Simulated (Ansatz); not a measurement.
Pressure series in MgTe

Base system: MgTe in the wurtzite structure (space group P6_3mc, No. 186).

```
CELL_PARAMETERS angstrom
      4.50890     0.00000     0.00000
     -2.25445     3.90482     0.00000
      0.00000     0.00000     7.33770
ATOMIC_POSITIONS crystal
  Mg 0.33333 0.66667 0.99977
  Mg 0.66667 0.33333 0.49977
  Te 0.33333 0.66667 0.37623
  Te 0.66667 0.33333 0.87623
```

Cell and atoms are relaxed at each pressure.

Method: Kohn–Sham DFT with the LDA functional, run in Ansatz (an electronic-structure program) with PAW and 420 eV plane waves, without spin-orbit coupling.

Computed cases, in order: 0 GPa (base); pressure 9 GPa; pressure 15 GPa; pressure 22.5 GPa; pressure 30 GPa.

Q: Between which two neighbouring cases does the space group change?

A: Between pressure 9 GPa (P6_3mc (No. 186)) and pressure 15 GPa (P6_3/mmc (No. 194)). The whole series: 0 GPa (base): P6_3mc (No. 186); pressure 9 GPa: P6_3mc (No. 186); pressure 15 GPa: P6_3/mmc (No. 194); pressure 22.5 GPa: P6_3/mmc (No. 194); pressure 30 GPa: P6_3/mmc (No. 194).

From pressure 15 GPa on, the axis ratios lie over 15 % from the base's, so the cell there is far from its starting form. Load acts through the strain it causes; cell and atoms are relaxed under it. Stability against distortions was not tested. Tetrahedral semiconductors of this kind turn to denser phases somewhere between about 1 and 50 GPa; those were not computed, so compressed cells here can lie past the real transition. Along this pressure series the structure jumps between pressure 9 GPa and pressure 15 GPa; cells beyond that are another form of it.
